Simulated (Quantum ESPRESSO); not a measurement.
# How a calculation on BN (F-43m, 2 atoms in the cell) responds to its settings

```
BN
1.0
    0.00000     1.82696     1.82696
    1.82696     0.00000     1.82696
    1.82696     1.82696     0.00000
B N
1 1
Direct
  0.00000   0.00000   0.00000
  0.75000   0.75000   0.75000
```

Base run A: PBE, GBRV 1.5 ultrasoft (PBE) pseudopotentials (Quantum ESPRESSO), self-consistent single point.

Its settings: ecutwfc = 40 Ry; ecutrho = 200 Ry; occupations = smearing; smearing = fermi-dirac; degauss = 0.000734986 Ry; potentials = {B: b_pbe_v1.4.uspp.F.UPF, N: n_pbe_v1.2.uspp.F.UPF}; K_POINTS = automatic 15 15 15 1 1 1; conv_thr = 1e-09 Ry.

The starting cell comes from a database of computed structures (which also holds hypothetical and non-ambient phases and stackings), without a prior relaxation at this level. Its lattice was rescaled by a random factor within 2.5 % of one. In the base run, with a pressure of about -9 GPa the cell is away from its equilibrium volume at this level. The shifted mesh does not hold Γ, so a gap read on it misses any band edge there.

ΔF is the free energy per atom less that of run A. 

```tsv
run	K_POINTS	ΔF (meV/atom)	pressure (GPa)	gap on the mesh (eV)	k-points
A	automatic 15 15 15 1 1 1	0.00	-8.68	4.563	344
B	automatic 9 9 9 0 0 0	0.04	-8.68	4.588	35
C	automatic 9 9 9 1 1 1	0.00	-8.68	4.775	85
D	automatic 10 10 10 0 0 0	0.02	-8.68	4.439	47
E	automatic 10 10 10 1 1 1	0.00	-8.68	4.714	110
F	automatic 12 12 12 0 0 0	0.00	-8.68	4.439	72
G	automatic 12 12 12 1 1 1	0.00	-8.68	4.632	182
H	automatic 15 15 15 0 0 0	0.00	-8.68	4.493	120
I	automatic 15 15 15 0 0 1	0.00	-8.68	4.563	344
```

Run E against A: The free energy stays essentially unchanged (within 1 meV/atom), the pressure stays at -8.68 GPa and the gap on the mesh goes from 4.563 to 4.714 eV.

Run C against A: The free energy stays essentially unchanged (within 1 meV/atom), the pressure stays at -8.68 GPa and the gap on the mesh goes from 4.563 to 4.775 eV.

Run H against A: The free energy stays essentially unchanged (within 1 meV/atom), the pressure stays at -8.68 GPa and the gap on the mesh goes from 4.563 to 4.493 eV.
